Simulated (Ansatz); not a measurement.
# What isotropic strain +0.87 % does to CdS

Consider CdS in the zinc blende structure (space group F-43m, No. 216; a = 5.824 Å).

One thing is altered: an isotropic linear strain of +0.87 %; the atoms relax in the strained cell.

All numbers come from PBEsol/PAW in Ansatz (a first-principles code), scalar-relativistic without spin-orbit coupling. k-mesh 10×10×10 (Γ-centred); smearing 0.05 eV (Fermi–Dirac).

| quantity | base | changed | shift |
|---|---|---|---|
| volume per atom | 24.70 Å³ | 25.35 Å³ | +0.65 Å³ |
| shortest interatomic distance | 2.522 Å | 2.544 Å | +0.022 Å |
| energy relative to the base (free energy F) | 0 meV/atom | +3.1 meV/atom | +3.1 meV/atom |
| band gap | 1.01 eV | 0.96 eV | -0.05 eV |
| gap character | direct at Γ | direct at Γ | – |
| mean gap deformation potential ΔEg/Δln V | – | -2.0 eV | – |
| electron mass | 0.11 mₑ (at Γ) | 0.11 mₑ (at Γ) | – |
| hole mass (degenerate bands, along [100]) | 0.12, 0.75, 0.75 mₑ (at Γ) | 0.11, 0.78, 0.78 mₑ (at Γ) | – |

Cost of the whole job for the changed cell (relaxation, final SCF and bands): very roughly 18 core-seconds.

Effective masses come from finite differences of ±0.01 Å⁻¹. Stability against distortions was not tested.
